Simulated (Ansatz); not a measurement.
Base system: B$_{6}$As (space group R-3m, No. 166; a = 6.123 Å, c = 11.844 Å (hexagonal axes); a cell from a computed database, its experimental status unchecked).

Computed with Ansatz (a quantum-chemistry and plane-wave program) PBEsol, spin-orbit coupling left out.

Base values:

```
Item               Value
---------------  -------
Volume per atom  9.16 Å³
```

Modification: a hydrostatic pressure of 10 GPa.

Task: Predict the new volume per atom.

Result: The volume per atom drops by 0.435 Å³, from 9.16 Å³ to 8.72 Å³.

Load acts through the strain it causes; cell and atoms are relaxed under it. Whether these cells are dynamically stable was not tested. No other phases were tried under pressure.
